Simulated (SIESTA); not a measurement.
Band structure of MgAsPt5 (P4/mmm, 7 atoms in the cell).

```
MgAsPt5
1.0
    3.89382     0.00000     0.00000
    0.00000     3.89382     0.00000
    0.00000     0.00000     7.02621
Mg As Pt
1 1 5
Cartesian
  0.00000   0.00000   0.00000
  1.94691   1.94691   3.51311
  1.94691   1.94691   0.00000
  0.00000   1.94691   1.96102
  0.00000   1.94691   5.06520
  1.94691   0.00000   1.96102
  1.94691   0.00000   5.06520
```

Computed with GGA PBEsol, numerical atomic orbitals DZP, PseudoDojo PBEsol standard norm-conserving potentials (rewritten from UPF to PSML) in SIESTA.

Settings: XC.functional = GGA; XC.authors = PBEsol; potentials = PseudoDojo PBEsol standard; PAO.BasisSize = DZP; PAO.EnergyShift = 0.005 Ry; MeshCutoff = 300 Ry; kgrid.MonkhorstPack = 6 6 3; OccupationFunction = MP; OccupationMPOrder = 0; ElectronicTemperature = 1160.45 K; MaxSCFIterations = 150; SCF.Mixer.Method = Pulay; SCF.Mixer.Weight = 0.25; SCF.Mixer.History = 6.

The starting cell comes from a database of computed structures (which also holds hypothetical and non-ambient phases and stackings), without a prior relaxation at this level. Its lattice was rescaled by a random factor within 2.5 % of one. Spin-orbit coupling is off. Spin polarisation is off; with an odd number of electrons in the cell that forces a metal, and a magnetic state may lie lower. Values carry the incompleteness of an atom-centred basis.

Levels in eV from the Fermi level, bands 54 to 59:
```
point     54     55     56     57     58    59
-----  -----  -----  -----  -----  -----  ----
Γ      -0.77  -0.74  -0.09  -0.09   0.60  0.62
X      -1.65  -1.54  -1.28  -0.37  -0.06  0.80
M      -1.30  -1.02  -0.84  -0.14  -0.14  0.12
Z      -0.82   0.07   0.14   0.60   0.62  2.64
R      -1.73  -1.50  -1.32  -1.16  -0.51  1.30
A      -1.37  -1.10  -0.55  -0.50   1.14  1.18
```

Bands cross the Fermi level along this path, so the cell is metallic at this level.

Higher empty bands are left out: an atom-centred basis made for the valence describes them poorly.
